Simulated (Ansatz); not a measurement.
**What isotropic strain +2.90 % does to Te**

Consider Te (space group P3_121, No. 152; a = 4.521 Å, c = 5.954 Å; made of chains).

It is then changed as follows: the cell is scaled by 1.0290 in all directions; the atoms relax in the strained cell.

Calculations: PBE (Ansatz, an electronic-structure program, PAW, spin-orbit coupling left out). k-mesh 9×9×6 (Γ-centred); smearing 0.05 eV (Fermi–Dirac).

The space group stays P3_121 (No. 152) and the shortest interatomic distance drops by 0.016 Å, from 2.889 Å to 2.873 Å. The energy rises by 16 meV/atom and the pressure (mean of the normal stresses, compression positive) goes from zero to -1.44 GPa. The band gap falls by 0.026 eV (0.23 eV → 0.21 eV) and the gap character stays indirect, L–H (80 % along) → H. The smallest direct gap shrinks by 0.02 eV (0.24 eV → 0.22 eV) and the mean gap deformation potential ΔEg/Δln V amounts to -0.3 eV. The electron mass goes from 0.065 mₑ along c, 0.046 mₑ across (at H) to 0.076 mₑ along c, 0.055 mₑ across (at H) and the largest internal atomic displacement is 0.080 Å.

Cost of the whole job for the changed cell (relaxation, final SCF and bands): very roughly 2.5 core-minutes.

With Te present, leaving out spin-orbit coupling can change the band edges. Effective masses come from finite differences of ±0.01 Å⁻¹. Whether these cells are dynamically stable was not tested. No dispersion term is included, though the crystal is made of layers, chains or molecules, so its spacings can come out too wide. The zero or small gap of Te can change with the level of theory.
